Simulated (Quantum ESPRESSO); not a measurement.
# How far to go with the density cutoff: K (Im-3m, 1 atom in the cell)

```xyz
1
Lattice="-2.6532 2.6532 2.6532 2.6532 -2.6532 2.6532 2.6532 2.6532 -2.6532" Properties=species:S:1:pos:R:3 pbc="T T T"
K      0.0000     0.0000     0.0000
```

Level of theory: PBE, PSlibrary ultrasoft (PBE) pseudopotentials (plane waves; Quantum ESPRESSO).

Base settings: ecutwfc = 50 Ry; ecutrho = 350 Ry; occupations = smearing; smearing = fd; degauss = 0.0073499 Ry; potentials = {K: K.pbe-spn-rrkjus_psl.1.0.0.UPF}; K_POINTS = automatic 3 3 3 0 0 0; conv_thr = 1e-09 Ry.

The second cell is the first with its lattice scaled by 0.98.

The mesh stays at the base's, so the ladder's end is converged at best in this setting alone.

Only quantities that move along the ladder and can be compared are tabulated.

The starting cell has typed, rounded lattice constants, without a prior relaxation at this level. Its lattice was rescaled by up to half a per cent. Without a gap this mesh is coarse (it stands for a supercell whose shortest vector is 14 Å).

```tsv
ecutrho	free energy less the last step's (meV/atom)	energy of the compressed cell less the first (meV/atom)	pressure (GPa)
100 Ry	-12.84	0.16	-0.31
150 Ry	-0.09	-1.20	-0.24
200 Ry	-0.73	-1.16	-0.21
250 Ry	-0.32	-1.17	-0.24
300 Ry	-0.06	-1.21	-0.23
350 Ry	-0.08	-1.20	-0.23
400 Ry	-0.02	-1.20	-0.23
500 Ry	-0.02	-1.20	-0.23
600 Ry	0.00	-1.20	-0.23
800 Ry	0.00	-1.20	-0.23
```

Coarsest ecutrho that holds the pressure within 0.05 GPa of the last step, with all finer ones: 150 Ry; the step before is off by 0.08 GPa.

Coarsest ecutrho that holds the energy of the compressed cell less the first within 0.2 meV/atom of the last step, with all finer ones: 150 Ry; the step before is off by 1.4 meV/atom.

Coarsest ecutrho that holds the free energy within 1 meV/atom of the last step, with all finer ones: 150 Ry; the step before is off by 13 meV/atom.
